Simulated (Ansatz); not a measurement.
# Carrier properties of InP under load (space group I-4m2)

Data:

```yaml
crystal:
  lattice:
    - [0.00000, 2.90622, 3.03554]
    - [2.90622, 0.00000, 3.03554]
    - [2.90622, 2.90622, 0.00000]
  atoms:
    - { symbol: In, position: [0.00000, 0.00000, 0.00000] }
    - { symbol: P, position: [0.25000, 0.25000, 0.25000] }
```

The numbers are results of PBEsol with spin-orbit coupling, rigid bands (plane waves, PAW; Ansatz, a program for electronic structure), not measurements. Condition of this run: uniaxial stress zz = -2 GPa (compression positive) (the target of the relaxation). Geometry: cell and atoms relaxed with PBEsol, then loaded as said.

The band gap comes out as 0.41 eV. The electron conductivity mass (300 K, dilute) comes out as 0.047 (x), 0.047 (y), 0.060 (z) mₑ and the hole conductivity mass (300 K, dilute) comes out as 0.37 (x), 0.37 (y), 0.55 (z) mₑ. The effective density of states N_c (300 K) is 2.5e17 cm⁻³, the effective density of states N_v (300 K) is 9.6e18 cm⁻³ and the density-of-states mass, electrons is 0.046 mₑ. The density-of-states mass, holes is 0.53 mₑ and the Seebeck coefficient, n-type 1e19 cm⁻³, 300 K is -42 μV/K. The Seebeck coefficient, p-type 1e19 cm⁻³, 300 K comes out as 283 μV/K and the best p-type power factor at 300 K for τ = 10 fs (best axis; densities from 1e16 to 1e21 cm⁻³ tried, whether or not they can be reached) is 10.2 μW/(cm·K²) at 3e20 cm⁻³.

Rigid bands; masses and Seebeck coefficients take one relaxation time τ for all states and one kind of carrier; polarons and phonon drag are left out.
